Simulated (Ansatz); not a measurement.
Ansatz (a quantum-chemistry and plane-wave program), DFT, HSE06, plane waves, its default PAW files: diamond-structure Si, atoms displaced (Si64), 64 atoms. Basis and mesh were picked for this test and aren't claimed converged.

```json
{
 "cell": "10.86, 10.86, 10.86 Å; 90, 90, 90°",
 "distance_to_the_nearest_atom": "2.25 to 2.37 Å",
 "task": "single point",
 "k mesh": "1×1×1",
 "hamiltonian.xc": "hse06",
 "kind_of_files": "paw",
 "scf.occupations.method": "fixed",
 "output.forces": "true",
 "accuracy": "medium (default)",
 "basis.precision": "auto (default)",
 "basis.xc_grid": "2 (default)",
 "scf.eigensolver.kind": "auto (default)",
 "scf.mixing.algorithm": "auto (default)",
 "scf.mixing.preconditioner": "auto (default)",
 "scf.convergence.dr2_threshold": "1e-07 (default)",
 "scf.lower_state_search": "light (default)",
 "k-points after symmetry": "1",
 "bands_at_the_start": "192",
 "electrons": "256",
 "plane waves at Γ": "25173",
 "cutoff (eV)": "420",
 "FFT grid": "75×75×75",
 "symmetry_operations": "1"
}
```

Machine: one whole node with four NVIDIA GB200 cards and two Grace (Neoverse V2) sockets of 72 cores, of which 136 in all may be used; each card has its host threads on the socket beside it.

Times are medians of repeated runs, from launch to exit, start-up of the cards included. No other job ran on the node; its own services took about 4 cores, and under one core (or 1.5 %) of those that a run was pinned to. Processes are pinned to neighbouring cores unless said otherwise. The build: release build for Arm (Neoverse V2), with CUDA, one process with threads; another build can shift the numbers. Scratch files lie in a memory file system.

Many jobs like this one are to be run. Ways to fill the node:
- 4 copies of 34 CPU threads, no card
- 4 copies of 1 card, 32 host threads
- 136 CPU threads, no card
- 2 copies of 2 cards, 64 host threads
- 4 cards, 128 host threads

### Question
Which way finishes the most jobs an hour?

### Answer
4 copies of 1 card, 32 host threads: 3000 jobs an hour. At the low end 136 CPU threads, no card gives 390. Alone on the node a one-card run takes 2.5 s, beside three others 4.8 s.

```json
[
 {"way": "4 copies of 1 card, 32 host threads", "time till all copies end": "4.8 s", "jobs an hour": "3000"},
 {"way": "2 copies of 2 cards, 64 host threads", "time till all copies end": "5.0 s", "jobs an hour": "1400"},
 {"way": "4 copies of 34 CPU threads, no card", "time till all copies end": "11 s", "jobs an hour": "1300"},
 {"way": "4 cards, 128 host threads", "time till all copies end": "6.4 s", "jobs an hour": "560"},
 {"way": "136 CPU threads, no card", "time till all copies end": "9.3 s", "jobs an hour": "390"}
]
```

Keys are those of Ansatz 0.2.
